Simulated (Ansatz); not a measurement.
Consider InAs in the zinc blende structure (space group F-43m, No. 216; a = 6.110 Å).

Structures relaxed with r2SCAN, PAW, 500 eV (Ansatz, a program for electronic structure; no spin-orbit coupling).

Base:

Simulated powder pattern, Cu Kα1, λ = 1.54056 Å (kinematic, ideal powder, no thermal factors, no anomalous dispersion; the 14 strongest lines at most, above 2 %, up to 2θ = 90°):

```csv
2θ (°),I/Imax (%),hkl
25.23,100,(111)
29.21,4.1,(200)
41.78,74,(220)
49.44,47,(311)
60.57,12,(400)
66.67,19,(331)
76.29,24,(422)
81.86,14,(511)
```

After one change:

Simulated powder pattern, Cu Kα1, λ = 1.54056 Å (kinematic, ideal powder, no thermal factors, no anomalous dispersion; the 14 strongest lines at most, above 2 %, up to 2θ = 90°):

```json
[
 {"2θ (°)": "25.49", "I/Imax (%)": "100"},
 {"2θ (°)": "29.51", "I/Imax (%)": "4.1"},
 {"2θ (°)": "42.23", "I/Imax (%)": "74"},
 {"2θ (°)": "49.97", "I/Imax (%)": "47"},
 {"2θ (°)": "61.25", "I/Imax (%)": "12"},
 {"2θ (°)": "67.44", "I/Imax (%)": "18"},
 {"2θ (°)": "77.20", "I/Imax (%)": "24"},
 {"2θ (°)": "82.86", "I/Imax (%)": "14"}
]
```

Problem. What was done to the base?
A) isotropic strain −1.50 %
B) isotropic strain −1.00 %
C) isotropic strain −2.50 %
D) isotropic strain −0.50 %

Solution. B, isotropic strain −1.00 %. Its volume per atom is 27.66 Å³ against 28.51 Å³, and its space group is F-43m (No. 216).

Whether these cells are dynamically stable was not tested.
